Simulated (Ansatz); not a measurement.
SnBr₄ (P2₁/c, No. 14): band gap by level of theory

No measured value is used here.

```csv
level (code),value (eV),cell (Å³/atom)
r²SCAN (Ansatz),3.11,39.71
r²SCAN-D4 (Ansatz),3.01,37.03
r²SCAN+rVV10 (Ansatz),[?],35.48
HSE06 (Ansatz),3.87,39.71
PBE0 (Ansatz),4.59,39.71
```

Problem. Some entries are withheld; supply them.

Solution. 
- r²SCAN+rVV10 (Ansatz, a program for electronic structure), value (eV): 2.90

Computed values are for a static lattice. Levels without +SOC have no spin–orbit coupling; where heavier elements are present it shifts gaps, mostly down, and can invert bands.  r²SCAN, r²SCAN-D4, r²SCAN+rVV10, HSE06, PBE0: the gap is read on the k mesh or supercell of the run alone and can be too large. r²SCAN, r²SCAN-D4, r²SCAN+rVV10: the relaxation could not lower the start's symmetry, so the cell can be a saddle point above a distorted one. Values are at the level's own equilibrium cell; HSE06 at the r²SCAN cell; PBE0 at the r²SCAN cell. K meshes differ between the levels. Ansatz's density-functional and Hartree–Fock values are scalar-relativistic unless marked +SOC, with PAW data made under PBE.
